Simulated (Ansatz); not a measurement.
System: cubic perovskite CsPbCl₃ (cubic high-temperature phase). Method: r²SCAN (plane waves, PAW; Ansatz, a first-principles code).

Settings: plane-wave cutoff 600 eV, 4×4×4 k mesh, finite displacements, scalar-relativistic PAW data made under PBE.

Computed at the level's own relaxed cell.

Space group Pm-3m (No. 221); a = 5.6780 Å, b = 5.6780 Å, c = 5.6780 Å, α = 90.00°, β = 90.00°, γ = 90.00°

| atom | site | symmetry | x | y | z |
|---|---|---|---|---|---|
| Cs | 1a | m-3m | 0.0000 | 0.0000 | 0.0000 |
| Pb | 1b | m-3m | 0.5000 | 0.5000 | 0.5000 |
| Cl | 3c | 4/mm.m | 0.0000 | 0.5000 | 0.5000 |

Harmonic phonon frequencies (cm⁻¹; i marks an imaginary mode; at Γ without the LO shift):

```csv
q point,frequencies
Γ,0 0 0 7 7 7 28 28 28 51 51 51 119 119 119
```

Note: the relaxation could not lower the start's symmetry, so the cell can be a saddle point above a distorted one.
